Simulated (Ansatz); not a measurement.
Here is the system:

```
CELL_PARAMETERS angstrom
      0.00000     3.06205     3.06205
      3.06205     0.00000     3.06205
      3.06205     3.06205     0.00000
ATOMIC_POSITIONS crystal
  Pb 0.00000 0.00000 0.00000
  S  0.50000 0.50000 0.50000
```

No spin polarisation.

The values are results of r2SCAN (Ansatz, a quantum-chemistry and plane-wave program, PAW, no spin-orbit coupling), not measurements. k-mesh 10×10×10 (Γ-centred); smearing 0.05 eV (Fermi–Dirac).

### Question
Predict the pressure.

### Answer
-3.66 GPa.

### Question
What electron mass does the calculation give?

### Answer
0.24 mₑ along k, 0.17 mₑ across (at L).

### Question
What band gap does the calculation give?

### Answer
0.93 eV.

### Question
Predict the gap character.

### Answer
Direct at L.

Spin-orbit coupling, missing from the scalar runs, can matter with Pb. The cells carry an imposed strain or load. Effective masses come from finite differences of ±0.01 Å⁻¹. Along k means along the line from Γ to the band edge. Whether these cells are dynamically stable was not tested. The cell was made from PbS in the rock salt structure (space group Fm-3m, No. 225) by this change: isotropic strain +2.50 %.
